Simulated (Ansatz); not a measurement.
Base system: LiF in the zinc blende structure (space group F-43m, No. 216; a = 4.364 Å; a hypothetical phase, not in the database extracts checked).

(Cell as relaxed with PBE.)

Levels (all Ansatz, a program for electronic structure, PAW): PBE (420 eV, spin-orbit coupling left out); r2SCAN (500 eV, no spin-orbit coupling).

Each level relaxes its own structure.

```tsv
base	PBE	r2SCAN
volume per atom	10.39 Å³	9.87 Å³
lattice parameter a	4.364 Å	4.290 Å
band gap	7.65 eV	8.66 eV
```

Modification: a hydrostatic pressure of 30 GPa.

| quantity | PBE | r2SCAN |
|---|---|---|
| electron mass | 0.94 mₑ (at Γ) | ___ |
| band gap | 9.53 eV | ___ |
| lattice parameter a | 3.940 Å | ___ |

Task: Predict the r2SCAN column.

Result: 
- electron mass, r2SCAN: 0.92 mₑ (at Γ)
- band gap, r2SCAN: 10.56 eV
- lattice parameter a, r2SCAN: 3.903 Å

PBE's band gap lies 1.025 eV below r2SCAN's; PBE's lattice parameter a lies 0.037 Å above r2SCAN's (0.9 %). Neither level is exact; r2SCAN is the comparison here, not a measurement.

Load acts through the strain it causes; cell and atoms are relaxed under it. Masses are band curvatures over ±0.01 Å⁻¹ around the edge. No phonon test of stability was made. No other phases were tried under pressure.
